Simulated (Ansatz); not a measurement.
**A computed series for hypothetical zinc blende KF: pressure series**

Take KF in the zinc blende structure (space group F-43m, No. 216; a hypothetical phase, not in the database extracts checked) as the base.

```
KF
1.0
    0.00000     2.93631     2.93631
    2.93631     0.00000     2.93631
    2.93631     2.93631     0.00000
F K
1 1
Direct
  0.75000   0.75000   0.75000
  0.00000   0.00000   0.00000
```

Cell and atoms are relaxed at each pressure.

Calculations: Kohn–Sham DFT with the r2SCAN functional, run in Ansatz (a quantum-chemistry and plane-wave program) with PAW and 500 eV plane waves, no SOC.

Notes on the quantities. enthalpy: H = E + PV relative to the base's energy.

| change | electron mass | band gap | enthalpy | volume per atom | smallest direct gap |
|---|---|---|---|---|---|
| base | 0.64 mₑ (at Γ) | 5.75 eV | – | 25.32 Å³ | 5.95 eV |
| pressure −2 GPa | 0.65 mₑ (at Γ) | 5.47 eV | -0.33 eV/atom | 28.34 Å³ | 5.61 eV |
| pressure −1 GPa | 0.64 mₑ (at Γ) | 5.63 eV | -0.16 eV/atom | 26.59 Å³ | 5.80 eV |
| pressure 1.8 GPa | 0.63 mₑ (at Γ) | 5.91 eV | +0.27 eV/atom | 23.69 Å³ | 6.18 eV |
| pressure 4.2 GPa | 0.62 mₑ (at Γ) | 6.08 eV | +0.62 eV/atom | 22.17 Å³ | 6.42 eV |
| pressure 9 GPa | 0.60 mₑ (at Γ) | 6.32 eV | +1.25 eV/atom | 20.17 Å³ | 6.79 eV |
| pressure 18 GPa | – | 6.62 eV | +2.31 eV/atom | 17.92 Å³ | 7.31 eV |
| pressure 30 GPa | 0.57 mₑ (at Γ) | 6.87 eV | +3.58 eV/atom | 16.11 Å³ | 7.84 eV |
| pressure 45 GPa | 0.56 mₑ (at Γ) | 7.09 eV | +5.02 eV/atom | 14.65 Å³ | 8.37 eV |
| pressure 60 GPa | 0.55 mₑ (at Γ) | 7.25 eV | +6.34 eV/atom | 13.62 Å³ | 8.81 eV |

Load acts through the strain it causes; cell and atoms are relaxed under it. Effective masses come from finite differences of ±0.01 Å⁻¹. No phonon test of stability was made. No other phases were tried under pressure.
